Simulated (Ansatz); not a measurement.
Effect of pressure 75 GPa on Ti3Al

Base system: Ti₃Al (space group P6_3/mmc, No. 194; a = 5.755 Å, c = 4.655 Å).

Modification: cell and atoms relaxed at a pressure of 75 GPa.

The values are results of DFT with PBE, PAW potentials and a 420 eV plane-wave cutoff in Ansatz (a program for electronic structure), spin-orbit coupling left out, earlier PAW set, not measurements. k-mesh 10×10×10 (Γ-centred); smearing 0.05 eV (Fermi–Dirac).

The volume per atom decreases by 4.94 Å³ to 11.75 Å³ and the density grows by 1.783 g/cm³, from 4.24 g/cm³ to 6.03 g/cm³. The lattice parameter a falls by 66.0 pm (575.5 pm → 509.5 pm) and the c/a ratio grows by 0.012, from 0.809 to 0.821. The shortest interatomic distance falls by 32.59 pm to 249.9 pm and the enthalpy H = E + PV relative to the base's energy is +6.39 eV/atom. The band gap stays zero.

Load acts through the strain it causes; cell and atoms are relaxed under it. Stability against distortions was not tested. No other phases were tried under pressure. All final runs are without spin polarisation.
